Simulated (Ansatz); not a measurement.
Take SnTe in the rock salt structure (space group Fm-3m, No. 225; a = 6.2348 Å) as the base.

The values are results of LDA (Ansatz, an electronic-structure program; PAW; 420 eV plane waves; scalar-relativistic without spin-orbit coupling), not measurements.

Before the change:

- Pressure = 0.00 GPa

Perturbation: an isotropic linear strain of −0.50 %; the atoms relax in the strained cell.

Q: What happens to the energy relative to the base and pressure?

A: The energy goes up by 1.1 meV/atom; the pressure goes from zero to 0.79 GPa.

No phonon test of stability was made.
